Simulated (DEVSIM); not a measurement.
Device: Au/SiO2/p-Si capacitor, at 400 K.

Layer 1 from the left is SiO2, thickness (nm) 17.0. Layer 2 from the left is Si, thickness (nm) 6800, Na (cm⁻³) 7.1e15.

Metal gate on the left, work function 5.1 eV. Fixed charge at the semiconductor interface -3e10 cm⁻² (in units of +e); no interface traps.

Constants are typed, rounded textbook-type inputs, not results; the design itself was drawn at random and stands for no fabricated device. Values at 300 K; Nc and Nv go as T^1.5, mobilities as T to minus their exponent, the gap by Varshni's rule with the affinity fixed.

SiO2: gap (eV) 9, affinity (eV) 0.9, permittivity 3.9. Si: gap (eV) 1.124, affinity (eV) 4.05, permittivity 11.7, Nc (cm⁻³) 2.86e19, Nv (cm⁻³) 3.1e19, Varshni α (eV/K) 0.000473, Varshni β (K) 636.

Estimate by hand the flat-band voltage, the threshold voltage, and compare with a numerical solution.


- Flat-band voltage: C = 0.203 μF/cm², work-function difference 0.257 V; VFB = φms − qNf/C = 0.28 V; numerical 0.28 V.
- Threshold voltage: φF = 0.246 V, depletion charge √(4εqNφF) = 3.40e-8 C/cm²; VT = VFB + 2φF + Qd/C = 0.94 V; numerical 0.94 V.

DEVSIM, 1D Poisson equation in equilibrium, Boltzmann statistics, complete ionisation; no quantum confinement or tunnelling. Metal contacts follow the ideal Schottky-Mott rule: no Fermi-level pinning, no interface dipoles.
